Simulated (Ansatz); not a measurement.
As in the A7 type structure (space group R-3m, No. 166; layered)

As is modelled in the trigonal space group R-3m, hexagonal axes (No. 166), Pearson symbol hR2. Conventional cell: a = 3.784 Å, b = 3.784 Å, c = 10.107 Å, α = 90.00°, β = 90.00°, γ = 120.00°. As on 6c is surrounded by 3 As at 2.535 Å and 3 As at 3.018 Å (octahedral). (Neighbours: up to the widest gap in distance over summed covalent radii, below 1.35, at either atom.)
(The calculation used a cell of 2 atoms; values per cell refer to that cell.)

Level of theory: PBE-D3(BJ) (Ansatz, an electronic-structure program; PAW; 420 eV plane waves; without spin-orbit coupling), earlier PAW set. Settings: 11×11×11 k-points, 0.05 eV Fermi–Dirac smearing.

* **Volume per atom**: 20.89 Å³
* **Density**: 5.96 g/cm³
* **Band gap**: zero
* **Total energy**: -4856.562 eV/atom (σ→0; compares only within this code and set-up)

Whether these cells are dynamically stable was not tested.
